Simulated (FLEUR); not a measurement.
Band structure of Mg3Sn (I4/mmm, 4 atoms in the cell).

```yaml
crystal:
  lattice:
    - [-2.23151, 2.23151, 4.49982]
    - [2.23151, -2.23151, 4.49982]
    - [2.23151, 2.23151, -4.49982]
  atoms:
    - { symbol: Mg, position: [0.50000, 0.50000, 0.00000] }
    - { symbol: Mg, position: [0.25000, 0.75000, 0.50000] }
    - { symbol: Mg, position: [0.75000, 0.25000, 0.50000] }
    - { symbol: Sn, position: [0.00000, 0.00000, 0.00000] }
```

Method of the run: PBEsol, all-electron FLAPW (FLEUR), scalar-relativistic valence.

Settings: Kmax = 3.8 1/bohr; GmaxXC = 13.3 1/bohr; xcFunctional = PBEs; jspins = 1; l_soc = F; mode = hist; fermiSmearingEnergy = 0.00999582 Htr; mesh (inpgen div1-3) = 8 8 8; inpgen gamma flag = true; Gmax = 13.3 1/bohr; numbands = 0; maxIterBroyd = 15; imix = Anderson; alpha = 0.05.

The starting cell comes from a database of computed structures (which also holds hypothetical and non-ambient phases and stackings), without a prior relaxation at this level. Values depend on the basis (sphere radii, cutoffs, local orbitals), which need not be converged.

Levels in eV from the Fermi level, bands 19 to 26:
```json
[
 {"point": "Γ", "19": "-1.79", "20": "-1.56", "21": "-0.51", "22": "-0.51", "23": "1.20", "24": "1.36", "25": "1.36", "26": "1.65"},
 {"point": "X", "19": "-4.37", "20": "-3.19", "21": "-2.70", "22": "-2.49", "23": "-1.41", "24": "1.68", "25": "3.03", "26": "3.47"},
 {"point": "Y", "19": "-4.14", "20": "-3.81", "21": "-3.77", "22": "-1.08", "23": "0.04", "24": "1.92", "25": "3.23", "26": "3.69"},
 {"point": "S", "19": "-4.94", "20": "-4.79", "21": "-0.66", "22": "0.89", "23": "1.33", "24": "1.97", "25": "3.05", "26": "3.93"},
 {"point": "Z", "19": "-5.86", "20": "-1.55", "21": "-1.55", "22": "-0.86", "23": "0.75", "24": "4.60", "25": "5.39", "26": "5.39"},
 {"point": "S1", "19": "-4.94", "20": "-4.79", "21": "-0.66", "22": "0.89", "23": "1.33", "24": "1.97", "25": "3.05", "26": "3.93"},
 {"point": "N", "19": "-5.48", "20": "-2.55", "21": "-2.07", "22": "-0.12", "23": "1.75", "24": "1.82", "25": "2.44", "26": "4.33"},
 {"point": "P", "19": "-3.94", "20": "-3.94", "21": "-3.33", "22": "-0.65", "23": "-0.57", "24": "0.22", "25": "0.22", "26": "6.44"},
 {"point": "Y1", "19": "-4.14", "20": "-3.81", "21": "-3.77", "22": "-1.08", "23": "0.04", "24": "1.92", "25": "3.23", "26": "3.69"}
]
```
